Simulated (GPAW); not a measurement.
**Equation of state of Cu3Au-type Pt3Ti (space group 221): energy against volume (GPAW, PBE)**

```
CELL_PARAMETERS angstrom
      3.85030     0.00000     0.00000
      0.00000     3.85030     0.00000
      0.00000     0.00000     3.85030
ATOMIC_POSITIONS crystal
  Ti 0.00000 0.00000 0.00000
  Pt 0.00000 0.50000 0.50000
  Pt 0.50000 0.00000 0.50000
  Pt 0.50000 0.50000 0.00000
```

Computed with PBE, GPAW PAW datasets PBE (gpaw-data 1.0.1) (plane waves; GPAW). Settings: mode = pw; ecut = 780 eV; xc = PBE; kpts = 15 15 15; mesh shift (steps) = 0 0 0; occupations.name = fermi-dirac; occupations.width = 0.05 eV; nbands = -8; convergence.forces = 0.001 eV/Å; symmetry.symmorphic = false; symmetry.tolerance = 0.0005; maxiter = 120. The cell above is the first row's. The rows scale it uniformly. In all rows fractional positions and the k mesh are held. E is the free energy at the stated smearing, counted from the lowest row.

```
V (Å^3/atom)  E (meV/atom)
------------  ------------
14.270               68.87
14.580               34.26
14.890               12.17
15.201                1.18
15.511                0.00
15.821                7.51
16.131               22.69
16.441               44.65
16.752                   ?
```

Taking the third-order Birch-Murnaghan form, a cubic in V^(-2/3) for E over the 8 complete rows: With u = V^(-2/3) - 0.162, the rows have u = 0.007975, 0.005557, 0.003223, 0.000962, -0.001217, -0.003324, -0.005364, -0.007339. Least squares gives E = -0.478 + 776.18·u + 967286·u² + 3227741·u³. Residuals (row less fit): 0.001, 0.001, -0.010, 0.013, -0.004, -0.001, -0.002, 0.001; standard error 0.009 (degrees of freedom: 4). Its minimum lies at u = -0.000402, so V0 = (0.161598)^(-3/2) = 15.39. There d²E/du² = 1927000 and d³E/du³ = 1.937e7, so B0 = (4/9) × 15.39^(-7/3) × 1927000 × 0.160218 = 233 GPa (the last factor turns the table's units into GPa), and B0' = 4 + (2/3) × 0.161598 × (1.937e7)/1927000 = 5.1. The program's pressures in the fitted runs (not shown) pass through zero at V = 15.38, 0.06 % from this V0.

**Question.** Estimate the missing E (V = 16.752); what did the run itself give?

**Answer.** u = -0.009259, so E = -0.478 + 776.18 × (-0.009259) + 967286 × (-0.009259)² + 3227741 × (-0.009259)³ = 72.698 meV/atom. The calculation gives 72.59 meV/atom, 0.108 meV/atom below the prediction (0.1 % of the range of E in the table). The row lies outside the fitted rows, so this is an extrapolation. From the scatter of the fitted rows alone, a prediction at this place has a standard error of 0.021 meV/atom, so the miss is 5.2 times that.

Carrying the step between the two nearest rows on in a straight line would have given 66.68, off by 5.91; series whose last step already gives the withheld value aren't shown. The scan was laid around a cell of about the measured size, scaled by a guess for this functional. The runs keep the symmetry of the cell, so they don't test it for distortions. Spin polarisation is off. Spin-orbit coupling is off. Cutoffs and mesh are single choices, not tested for convergence of this quantity. Series with a scatter that would blur these digits, or in which a gap closes, are not shown. Nor are scans whose minimum lies at an end fitted in this form.

Terms beyond the fitted order, or numerical noise in single rows, can give a miss of this size; the table doesn't tell which.
